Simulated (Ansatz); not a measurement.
## Zinc-blende BaTe (model structure)

The numbers are results of LDA in Ansatz (plane waves, PAW), not measurements.

Run with plane-wave cutoff 500 eV, 10×10×10 k mesh, Fermi–Dirac smearing 0.05 eV, scalar-relativistic PAW data made under PBE.

Cell (relaxed at this level):

```yaml
crystal:
  lattice:
    - [0.00000, 3.80865, 3.80865]
    - [3.80865, 0.00000, 3.80865]
    - [3.80865, 3.80865, 0.00000]
  atoms:
    - { symbol: Ba, position: [0.00000, 0.00000, 0.00000] }
    - { symbol: Te, position: [0.25000, 0.25000, 0.25000] }
```

For zinc-blende BaTe (model structure), the band gap is 2.38 eV (on the SCF k mesh).

Note: the relaxation could raise the start's symmetry but not lower it, so the cell can be a saddle point.

Spin–orbit coupling is not included; with these elements it can move the gap by several tenths of an eV or more.

The computed numbers hold no vibrational or temperature effects.

Cost on a shared machine: very roughly 50 core-seconds.

A model structure was made by putting elements into a prototype or built by hand; it is no filed structure, need not be a known phase, and can be a saddle point held by its symmetry.

Ansatz is an electronic-structure program.
